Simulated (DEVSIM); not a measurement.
System: Ru/SiO2/n-Si capacitor, at 300 K.

```tsv
layer (left to right)	material	thickness (nm)	Nd (cm⁻³)
1	SiO2	7.20	-
2	Si	5500	1.1e16
```

Metal gate on the left, work function 4.7 eV. Fixed charge at the semiconductor interface 1.2e11 cm⁻² (in units of +e); no interface traps.

This is a model device: material constants are rounded textbook-type values typed into the input, and sizes, dopings and lifetimes were drawn at random. Values at 300 K.

| parameter | SiO2 | Si |
|---|---|---|
| gap (eV) | 9 | 1.124 |
| affinity (eV) | 0.9 | 4.05 |
| permittivity | 3.9 | 11.7 |
| Nc (cm⁻³) | - | 2.86e19 |
| Nv (cm⁻³) | - | 3.1e19 |

Simulated with DEVSIM: 1D Poisson equation in equilibrium, Boltzmann statistics, complete ionisation; no quantum confinement or tunnelling. Metal contacts follow the ideal Schottky-Mott rule: no Fermi-level pinning, no interface dipoles.

**Question.** Tabulate band edges, carrier densities and field at -0.1 V on the gate.

**Answer.** Energies count from the Fermi level of the right contact; mesh points crowd at the junctions.

```
x (μm)    Ec (eV)  Ev (eV)  n (cm⁻³)  p (cm⁻³)  field (V/cm)
--------  -------  -------  --------  --------  ------------
0.000       3.900   -5.100     < 1e2     < 1e2       -170000
0.001262    3.879   -5.121     < 1e2     < 1e2       -170000
0.003559    3.841   -5.159     < 1e2     < 1e2       -170000
0.005774    3.804   -5.196     < 1e2     < 1e2       -170000
0.007462    0.629   -0.495     7.7e8    1.5e11        -37000
0.009247    0.623   -0.501     9.9e8    1.2e11        -37000
0.01327     0.608   -0.516     1.7e9    6.7e10        -36000
0.02817     0.556   -0.568    1.3e10     9.1e9        -33000
0.05595     0.470   -0.654    3.6e11     3.2e8        -29000
0.1186      0.324   -0.800    1.0e14   1100000        -18000
0.2687      0.209   -0.915    9.0e15     13000         -1300
0.7828      0.203   -0.921    1.1e16     11000           ≈ 0
1.818       0.203   -0.921    1.1e16     11000           ≈ 0
3.613       0.203   -0.921    1.1e16     11000           ≈ 0
4.868       0.203   -0.921    1.1e16     11000           ≈ 0
5.234       0.203   -0.921    1.1e16     11000           ≈ 0
5.387       0.203   -0.921    1.1e16     11000           ≈ 0
5.454       0.203   -0.921    1.1e16     11000           ≈ 0
5.491       0.203   -0.921    1.1e16     11000           ≈ 0
5.500       0.203   -0.921    1.1e16     11000           ≈ 0
5.505       0.203   -0.921    1.1e16     11000           ≈ 0
5.507       0.203   -0.921    1.1e16     11000           ≈ 0
```
